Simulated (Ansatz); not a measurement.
The parent structure is CsHS (space group I4/m, No. 87; a = 8.2907 Å, c = 9.1768 Å; a cell from a computed database, its experimental status unchecked). Axes: x, y, z lie along a, b, c of the conventional cell.

Level of theory: Ansatz (an electronic-structure program) r2SCAN, no spin-orbit coupling.

Modification: uniaxial strain ε_yy = +1.08 %, all other strain components held at zero, atoms relaxed at fixed cell.

Problem. Predict the stress tensor and what it implies for the stiffness.

Solution. Stress of the strained cell less that of the base (GPa, compression positive):
```
  -0.05    0.00    0.00
   0.00   -0.32    0.00
   0.00    0.00   -0.09
```

Then −Δσ_ii/ε with ε = 0.0108 gives relaxed-ion elastic constants: C22 ≈ 30 GPa.

Whether these cells are dynamically stable was not tested.
